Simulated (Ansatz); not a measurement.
Input and output of a self-consistent single point for HfMn₆Ge₆ (P6/mmm, 13 atoms in the cell) (Ansatz, a first-principles code).

Method: PBEsol, default PAW files made with PBE (plane waves; Ansatz).

```xyz
13
Lattice="5.0912 0.0000 0.0000 -2.5456 4.4091 0.0000 0.0000 0.0000 8.1381" Properties=species:S:1:pos:R:3 pbc="T T T"
Hf     0.0000     0.0000     0.0000
Mn    -1.2728     2.2046     6.1039
Mn    -1.2728     2.2046     2.0343
Mn     2.5456     0.0000     6.1039
Mn     2.5456     0.0000     2.0343
Mn     1.2728     2.2046     6.1039
Mn     1.2728     2.2046     2.0343
Ge     0.0000     0.0000     5.3958
Ge     0.0000     0.0000     2.7423
Ge     0.0000     2.9394     0.0000
Ge     2.5456     1.4697     0.0000
Ge     2.5456     1.4697     4.0691
Ge     0.0000     2.9394     4.0691
```
Moments meant for the start (each program seeds them in its own way; μB, in the order of the atoms Hf Mn Mn Mn Mn Mn Mn Ge Ge Ge Ge Ge Ge): 1.0 4.0 4.0 4.0 4.0 4.0 4.0 0.0 0.0 0.0 0.0 0.0 0.0.

Reference input (self-consistent single point, DFT, PBEsol, plane waves, default PAW files made with PBE): basis.ecutwfc = 420 eV; kpoints.mp_grid.grid = 7 7 4; hamiltonian.xc = pbesol; hamiltonian.pseudopotentials = {kind: paw} (the program's default PAW files); magnetization.spin_polarized = true; scf.occupations.method = gaussian; scf.occupations.width = 0.1 eV. This run's input differs from it in these lines:

Ansatz 0.2 input:
```diff
@@ -20,3 +20,3 @@
 basis:
-  ecutwfc: 420.0
+  ecutwfc: 735.0
 kpoints:
```

The program printed (abridged):

```
SCF iter   1: F=—  HF=-64340.315089 eV  |F-HF|=—  |Δ(HF+E_count)|=         —  Δρ=1.53e-1 (↑1.53e-1 ↓8.20e-2)  dr2=2.54e1  dr2_m=2.16e1  M=12.212 μB ∫|m|=13.386 μB  β_m=0.30  ethr=3.10e-3  ⟨swp⟩=4.9  Hψ=20196  notcnv=0  defer=91
Mixer restart at iter 1: flushing history
all-band conjugate gradients solve this SCF's bands
preconditioner: auto → Kerker (q_TF=auto, 2.770 Å⁻¹)
   [... lines left out ...]
SCF iter  16: F=—  HF=-64335.845645 eV  |F-HF|=—  |Δ(HF+E_count)|=   3.65e-9  Δρ=2.25e-6 (↑1.75e-6 ↓2.25e-6)  dr2=3.98e-8  dr2_m=2.79e-10  M=11.824 μB ∫|m|=13.632 μB  β_m=0.96  ethr=1.66e-10  ⟨swp⟩=2.0  Hψ=11004  notcnv=0  defer=941
SCF iter  17: F=-64335.845645 eV  HF=-64335.845645 eV  |F-HF|=1.18e-9  |Δ(HF+E_count)|=   4.05e-9  Δρ=3.36e-7 (↑3.07e-7 ↓3.36e-7)  dr2=9.74e-10  dr2_m=6.59e-12  M=11.824 μB ∫|m|=13.632 μB  ethr=1.99e-11  ⟨swp⟩=7.6  Hψ=25876  notcnv=0
SCF 1 converged in 17 iterations: F = -64335.845645 eV  dr2 = 9.74e-10
WARN: the starting moments were not kept: 1 of 7 ended reversed and 6 kept their direction, counting a site from 0.1 μB …
Magnetization: 11.8241 μB (105.9120 up, 94.0880 down)
   [... lines left out ...]
Absolute magnetization: 13.6363 μB (∫|ρ↑−ρ↓|, with the PAW one-centre terms)
Free energy (F): -64335.845645 eV
Fermi energy:    16.680005 eV
   [... lines left out ...]
  atom  13  Ge    -0.00000000     0.00000000     0.00000000
--- Stress (GPa, compression-positive) ---
       -5.123826       0.000000       0.000000
        0.000000      -5.123826       0.000000
        0.000000       0.000000      -7.225691
  P = ⅓ Tr σ = -5.8244 GPa (-58.244 kbar)
  The stress holds the Pulay correction. Without it, at fixed plane waves, as pw.x and ABINIT print it: P = -5.8292 GPa
```

The run converged in 17 iterations. Against the reference run the free energy goes down by 1.6 meV/atom, the pressure stays at -5.82 GPa, the largest force stays at 0.106 eV/Å and the size of the net moment stays at 0.91 μB/atom.

The starting cell comes from a database of computed structures (which also holds hypothetical and non-ambient phases and stackings), without a prior relaxation at this level. The magnetic order is the one reached from the typed start; others were not searched systematically. The program warned that a starting moment was not kept. Ansatz's pressure includes its estimate of the finite-basis (Pulay) stress.

Cost on one core of a shared machine: roughly 6 min.
